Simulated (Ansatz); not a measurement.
For YSn3 (Pm-3m), PBEsol, DFPT electron-phonon coupling, linearised Boltzmann equation (Ansatz, a program for electronic structure) gives a transport coupling λ_tr = 1.031 and a Drude plasma energy ħω_p = 7.41 eV.

**Question.** Estimate the resistivity at 300 K from the high-temperature formula ρ = 2π λ_tr k_B T / (ħ ε₀ ω_p²), and say how the full Boltzmann solution compares.

**Answer.** The scattering rate is 1/τ = 2π λ_tr k_B T/ħ = 2.54e14 s⁻¹ and ω_p = 1.13e16 s⁻¹, so ρ ≈ 22.7 μΩ·cm. The Boltzmann solution gives 22.3 μΩ·cm, 0.98 times the estimate.

A metal at this level (no band gap). Only scattering by harmonic phonons is included (no impurities, grain boundaries, electron-electron scattering or thermal expansion). Spin-orbit coupling is left out. The self-energy correction of the phonons between q points moved λ by 3 %. The squared frequency of the phonon mode least converged on the k mesh is uncertain by 11 %. Halving the electron mesh (20x20x20) moves the resistivity by up to 4 % at 300 K, the coupling by up to 2 %. Smearing 0.20 eV; phonons on a 3x3x3 q mesh, which this run doesn't test.

Computed structure, not matched to a measured one here, so possibly hypothetical: YSn3 (Pm-3m).
